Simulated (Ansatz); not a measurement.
## A constructed model of the (0001) surface of hcp Ti, a layer of Hf in place of the second plane (bottom of the slab: a bare face, its two planes held)

Calculation: PBE (plane waves to 420 eV, PAW; Ansatz, an electronic-structure program).

Model: 6-atom slab, 11.8 Å thick at the start, 15x15x1 mesh, Fermi-Dirac 0.1 eV, dipole correction, 2 atoms held, the rest relaxed; symmetry of the start imposed; no spin, no spin-orbit, no U. In PBE it lies 0.10 eV a 1x1 cell over the lowest computed structure of the same composition (a layer of Hf in place of the third plane).

```
Item                                                   Value
-----------------------------  -----------------------------
work function of the top face                        4.42 eV
energy released by relaxation                       0.041 eV
cost                           around 3 core-minutes (rough)
```
